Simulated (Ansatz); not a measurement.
By PBEsol, the system below comes out a metal.

Without scattering a metal conducts by its projected Fermi surface.

Consider the following.

```yaml
crystal:
  lattice:
    - [2.76995, 0.00000, 0.00000]
    - [0.00000, 2.76995, 0.00000]
    - [1.38497, -1.38497, 1.95865]
  atoms:
    - { symbol: Pd, position: [0.00000, 0.00000, 0.00000] }
```

The cell is taken as given; by PBEsol it stands under a pressure of -6.0 GPa.

The current flows along the normal of the first two printed cell vectors, the (001) plane of the conventional cell. No spin-orbit coupling; the value is a mean over 0.1 eV about the Fermi level.

### Question
Give the ballistic conductance per area that PBEsol (Ansatz, a quantum-chemistry and plane-wave program) yields.

### Answer
1.7 × 10¹⁵ S/m² for both spins.
